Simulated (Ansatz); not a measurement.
Here is the system:

```
CELL_PARAMETERS angstrom
      2.49770     0.00000     0.00000
     -1.24885     2.16307     0.00000
      0.00000     0.00000     4.32058
ATOMIC_POSITIONS crystal
  C  0.33333 0.66667 0.99981
  C  0.66667 0.33333 0.49981
  C  0.33333 0.66667 0.37519
  C  0.66667 0.33333 0.87519
```

Method: PBE, rigid bands (plane waves, PAW, scalar-relativistic; Ansatz, a program for electronic structure). Condition of this run: uniaxial stress along c of -44 GPa (compression positive) (the target of the relaxation). How the cell was made: cell and atoms relaxed with PBEsol, then loaded as said.

Task: What conductivity effective mass do dilute holes have at 300 K?

Result: 0.47 (x), 0.47 (y), 0.83 (z) mₑ.

Task: What conductivity effective mass do dilute electrons have at 300 K?

Result: 0.46 (x), 0.46 (y), 0.30 (z) mₑ.

Task: And the band gap?

Result: 3.46 eV at this level; semilocal functionals usually fall short of the measured gap.

Rigid bands, one relaxation time for all states, no polarons. Spin-orbit coupling is left out. Geometry: cell and atoms relaxed with PBEsol.
